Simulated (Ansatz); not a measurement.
**PbS: response to strain**

Start from PbS in the rock salt structure (space group Fm-3m, No. 225; a = 5.845 Å). Axes: x, y, z lie along the cube axes.

Strains are applied to the cell and any free atomic positions relax.

All numbers come from LDA in Ansatz (plane waves to 420 eV, PAW, spin-orbit coupling left out).

Notes on the quantities. energy relative to the base: free energy F.

```json
[
 {"change": "base", "energy relative to the base": "0 meV/atom", "volume per atom": "24.96 Å³"},
 {"change": "tensor shear ε_xy = +1.43 %", "energy relative to the base": "+1.2 meV/atom", "volume per atom": "24.96 Å³"},
 {"change": "tensor shear ε_xy = +1.14 %", "energy relative to the base": "?", "volume per atom": "24.96 Å³"},
 {"change": "tensor shear ε_xy = +0.86 %", "energy relative to the base": "+0.4 meV/atom", "volume per atom": "24.96 Å³"},
 {"change": "tensor shear ε_xy = +0.57 %", "energy relative to the base": "+0.2 meV/atom", "volume per atom": "24.96 Å³"},
 {"change": "tensor shear ε_xy = +1.71 %", "energy relative to the base": "+1.8 meV/atom", "volume per atom": "24.95 Å³"},
 {"change": "tensor shear ε_xy = +0.29 %", "energy relative to the base": "+0.1 meV/atom", "volume per atom": "24.96 Å³"},
 {"change": "tensor shear ε_xy = +2.00 %", "energy relative to the base": "+2.4 meV/atom", "volume per atom": "24.95 Å³"}
]
```

Task: What belongs in the blanks?

Result: 
- tensor shear ε_xy = +1.14 %, energy relative to the base: +0.8 meV/atom

A case with no gap was solved on a k-mesh chosen for an insulator, which is coarse for it. Whether these cells are dynamically stable was not tested. All final runs are without spin polarisation.

Ansatz is a quantum-chemistry and plane-wave program.
